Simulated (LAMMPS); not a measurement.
Simulation of Ni (fcc) with 50 % of Ni sites Al, 864 atoms, at 300 K and 0 GPa, heated as the crystal.

Computed with classical MD, pair style meam, file MoCoNiVFeAlCr_2nn.meam; code LAMMPS.

```csv
frequency (THz),"spectral density (1/THz), total","spectral density (1/THz), Al","spectral density (1/THz), Ni"
0.08050,0.0001,0.0000,0.0001
0.4025,0.0004,0.0001,0.0003
0.7250,0.0013,0.0003,0.0011
1.047,0.0045,0.0010,0.0034
1.369,0.0143,0.0037,0.0106
1.692,0.0217,0.0057,0.0160
2.014,0.0236,0.0058,0.0178
2.337,0.0335,0.0079,0.0256
2.659,0.0469,0.0103,0.0365
2.981,0.0568,0.0118,0.0450
3.303,0.0760,0.0144,0.0616
3.625,0.0978,0.0166,0.0813
3.947,0.1224,0.0177,0.1047
4.269,0.1558,0.0202,0.1355
4.591,0.1706,0.0209,0.1497
4.913,0.1749,0.0202,0.1546
5.236,0.1602,0.0194,0.1408
5.559,0.1259,0.0177,0.1082
5.880,0.0997,0.0202,0.0794
6.203,0.0853,0.0275,0.0578
6.525,0.0809,0.0368,0.0441
6.848,0.0832,0.0491,0.0341
7.170,0.0796,0.0553,0.0244
7.492,0.0741,0.0564,0.0177
7.813,0.0790,0.0634,0.0156
8.136,0.0802,0.0658,0.0144
8.459,0.0780,0.0649,0.0132
8.780,0.0817,0.0689,0.0127
9.102,0.0832,0.0708,0.0124
9.425,0.0905,0.0777,0.0128
9.747,0.0931,0.0806,0.0125
10.07,0.0911,0.0801,0.0110
10.39,0.0905,0.0806,0.0099
10.71,0.0891,0.0798,0.0093
11.04,0.0829,0.0749,0.0080
11.36,0.0723,0.0660,0.0063
11.68,0.0657,0.0608,0.0049
12.00,0.0601,0.0562,0.0039
12.32,0.0505,0.0476,0.0029
12.65,0.0413,0.0393,0.0020
12.97,0.0309,0.0295,0.0015
13.29,0.0190,0.0180,0.0010
13.61,0.0103,0.0096,0.0007
13.94,0.0052,0.0048,0.0005
14.26,0.0032,0.0029,0.0004
14.58,0.0025,0.0022,0.0003
14.90,0.0021,0.0019,0.0003
15.22,0.0017,0.0015,0.0002
15.55,0.0014,0.0012,0.0002
15.87,0.0012,0.0010,0.0002
```

The data show:
- state found: crystal; no diffusion seen in 30 ps
- mean frequency of the velocity spectrum: 7.2 THz

Caution: the random arrangement on this lattice is imposed, and need not be a phase that exists in equilibrium.
